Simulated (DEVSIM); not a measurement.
Structure: illuminated In0.53Ga0.47As p-on-n cell, one wavelength, at 300 K.

```
layer (left to right)        material  thickness (μm)  Nd (cm⁻³)  Na (cm⁻³)   τn (s)   τp (s)  absorption coefficient (cm⁻¹)
---------------------  --------------  --------------  ---------  ---------  -------  -------  -----------------------------
1                      In0.53Ga0.47As           0.670          -     6.6e17  1.2e-10  3.1e-10                           6100
2                      In0.53Ga0.47As            3.40     7.4e16          -   2.6e-9   2.6e-9                           6100
```

Left contact: ohmic, minority electron recombination velocity 30000 cm/s. Right contact: ohmic, minority hole recombination velocity 2000 cm/s. Voltage is applied to the left contact. Recombination: SRH at mid-gap, radiative, Auger. Light enters at the left, 2.6e18 photons cm⁻² s⁻¹, one pass, no reflection. Mobility is μmin + (μ − μmin)/(1 + (N/Nref)^α).

This is a model device: material constants are rounded textbook-type values typed into the input, and sizes, dopings and lifetimes were drawn at random. Values at 300 K.

| parameter | In0.53Ga0.47As |
|---|---|
| gap (eV) | 0.74 |
| affinity (eV) | 4.51 |
| permittivity | 13.9 |
| Nc (cm⁻³) | 2.1e17 |
| Nv (cm⁻³) | 7.7e18 |
| μn (cm²/Vs) | 12000 |
| μp (cm²/Vs) | 300 |
| μn,min | 300 |
| μp,min | 10 |
| Nref,n | 1.3e17 |
| Nref,p | 4.9e17 |
| αn | 0.48 |
| αp | 0.4 |
| B (cm³/s) | 9.6e-11 |
| Cn (cm⁶/s) | 5e-29 |
| Cp (cm⁶/s) | 5e-29 |

DEVSIM, 1D drift-diffusion, Boltzmann statistics, complete ionisation; no tunnelling, impact ionisation, image-force lowering or self-heating.

The photon flux was swept, all else fixed.

```json
[
 {"photon flux (cm^-2 s^-1)": "7.8e16", "fill factor": "0.59", "open-circuit voltage (V)": "0.252", "short-circuit current (mA/cm²)": "7.51", "largest power (mW/cm²)": "1.12"},
 {"photon flux (cm^-2 s^-1)": "2.6e17", "fill factor": "0.65", "open-circuit voltage (V)": "0.294", "short-circuit current (mA/cm²)": "25.0", "largest power (mW/cm²)": "4.76"},
 {"photon flux (cm^-2 s^-1)": "7.8e17", "fill factor": "0.69", "open-circuit voltage (V)": "0.329", "short-circuit current (mA/cm²)": "75.1", "largest power (mW/cm²)": "17.0"},
 {"photon flux (cm^-2 s^-1)": "2.6e18", "fill factor": "0.72", "open-circuit voltage (V)": "0.365", "short-circuit current (mA/cm²)": "250", "largest power (mW/cm²)": "65.7"},
 {"photon flux (cm^-2 s^-1)": "7.8e18", "fill factor": "0.74", "open-circuit voltage (V)": "0.396", "short-circuit current (mA/cm²)": "751", "largest power (mW/cm²)": "220"},
 {"photon flux (cm^-2 s^-1)": "2.6e19", "fill factor": "0.76", "open-circuit voltage (V)": "0.429", "short-circuit current (mA/cm²)": "2500", "largest power (mW/cm²)": "814"},
 {"photon flux (cm^-2 s^-1)": "7.8e19", "fill factor": "0.77", "open-circuit voltage (V)": "0.458", "short-circuit current (mA/cm²)": "7510", "largest power (mW/cm²)": "2650"}
]
```

From the first row to the last the fill factor goes from 0.59 to 0.77. From the first row to the last the open-circuit voltage goes from 0.252 to 0.458.
